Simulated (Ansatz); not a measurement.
An Ansatz (a program for electronic structure) input (PBEsol (Ansatz, PAW, no spin-orbit coupling)):

Ansatz 0.2 input:
```yaml
crystal:
  lattice:
    - [3.0173820063, 0, 0]
    - [-1.5086910032, 2.6131294704, 0]
    - [0, 0, 3.0742317304]
  atoms:
    - { symbol: Ti, position: [0, 0, 0] }
    - { symbol: B, position: [0.3333333333, 0.6666666667, 0.5] }
    - { symbol: B, position: [0.6666666667, 0.3333333333, 0.5] }
basis: { ecutwfc: 420, ecutrho_ratio: 4, xc_grid: 2, fft_grid_basis: typed }
kpoints: { mp_grid: { grid: [13, 13, 10] } }
hamiltonian:
  xc: pbesol
  dispersion: none
  pseudopotentials: { kind: paw }
scf: { occupations: { method: fermi_dirac, width: 0.05 }, convergence: { dr2_threshold: 0.0000000003 } }
relax: { f_tol: 0.005, max_steps: 50 }
output: { forces: true, stress: true }
checkpoint: { write: state.ck, write_every: 1000 }
```

**Question.** Which symmetry and how many k-points will the program report, and about how many plane waves at Γ?

**Answer.** Space group P6/mmm (ITA 191) with 24 operations, k-points 126 of 1690, and 479 plane waves at Γ.

**Question.** And the final pressure?

**Answer.** 8.97 GPa (compression positive).

A case with no gap was solved on a k-mesh chosen for an insulator, which is coarse for it. The cells carry an imposed strain or load. Whether these cells are dynamically stable was not tested. The final runs are not spin-polarised. The cell was made from TiB2 (space group P6/mmm, No. 191) by this change: uniaxial strain ε_zz = −3.48 %.
